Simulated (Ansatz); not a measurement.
# TlF (space group Pbcm, No. 57)

TlF has the orthorhombic space group Pbcm (No. 57), Pearson symbol oP8. Cell: a = 6.2234 Å, b = 5.6025 Å, c = 5.0283 Å, α = β = γ = 90.00°. Tl on 4d has 2 F at 2.437–2.504 Å and 2 F at 2.668 Å. F on 4d sees 2 Tl at 2.437–2.504 Å and 2 Tl at 2.668 Å. (Neighbours: up to the widest gap in distance over summed covalent radii, below 1.35, at either atom; cation-cation and far metal-metal contacts left out.)

Computed with r2SCAN (Ansatz, a program for electronic structure, PAW, without spin-orbit coupling). Γ-centred 6×6×7 mesh, Fermi–Dirac width 0.05 eV.

* **Volume per atom**: 21.91 Å³
* **Density**: 8.46 g/cm³
* **Band gap**: 3.40 eV (uncertain: the edges found on the path are not clean extrema)
* **Total energy**: -6134.603 eV/atom (σ→0; compares only within this code and set-up)

With Tl present, leaving out spin-orbit coupling can change the band edges. No phonon test of stability was made.
